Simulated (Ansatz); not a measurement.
A computed series for Ta: pressure series

Start from Ta in the bcc (W type) structure (space group Im-3m, No. 229).

```xyz
1
Lattice="-1.6524 1.6524 1.6524 1.6524 -1.6524 1.6524 1.6524 1.6524 -1.6524" Properties=species:S:1:pos:R:3 pbc="T T T"
Ta     0.0000     0.0000     0.0000
```

Cell and atoms are relaxed at each pressure.

Method: r2SCAN in Ansatz (plane waves to 500 eV, PAW, without spin-orbit coupling).

```
pressure (GPa)  volume per atom (Å³/atom)
--------------  -------------------------
-2                                 18.229
-1                                 18.137
0                                  18.048
1.8                                17.892
4.2                                17.695
9                                       ?
18                                 16.721
45                                 15.316
60                                 14.707
```

Problem. Fit the third-order Birch–Murnaghan form P(V) = (3B₀/2)[(V₀/V)^(7/3) − (V₀/V)^(5/3)]·[1 + (3/4)(B₀′ − 4)((V₀/V)^(2/3) − 1)] (squares taken in P) to the rows shown and predict the withheld row.

Solution. Least squares on the printed values gives V₀ = 18.048 Å³/atom, B₀ = 207 GPa, B₀′ = 3.5; this predicts 17.331 Å³/atom, and the run gives 17.328 Å³/atom, 0.003 lower.

Measured bulk modulus of Ta: 198 GPa (static lattice; corrected from measurement; as listed in H. Levämäki et al., Physical Review B (2014)); the computed value is 5 % above it.

Load acts through the strain it causes; cell and atoms are relaxed under it. Stability against distortions was not tested. No other phases were tried under pressure. The final runs are not spin-polarised.

Ansatz is an electronic-structure program.
